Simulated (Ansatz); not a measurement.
# Ta2Ge (model structure, started from the Fe2P type, P-62m, No. 189, 9 atoms in the cell): properties by level of theory

| level (code) | equilibrium lattice constant a (Å) | lattice parameter c (Å) |
|---|---|---|
| PBE (Ansatz) | 7.220 | 3.413 |
| PBEsol (Ansatz) | [?] | 3.377 |
| PBE-D3(BJ) (Ansatz) | 7.156 | 3.374 |

Question: Some entries are withheld; supply them.

Answer: 
- PBEsol (Ansatz, a quantum-chemistry and plane-wave program), equilibrium lattice constant a (Å): 7.144

Ansatz's density-functional and Hartree–Fock values are scalar-relativistic unless marked +SOC, with PAW data made under PBE.

Computed values are for the static lattice.

A model structure was made by putting elements into a prototype or built by hand; it is no filed structure, need not be a known phase, and can be a saddle point held by its symmetry.
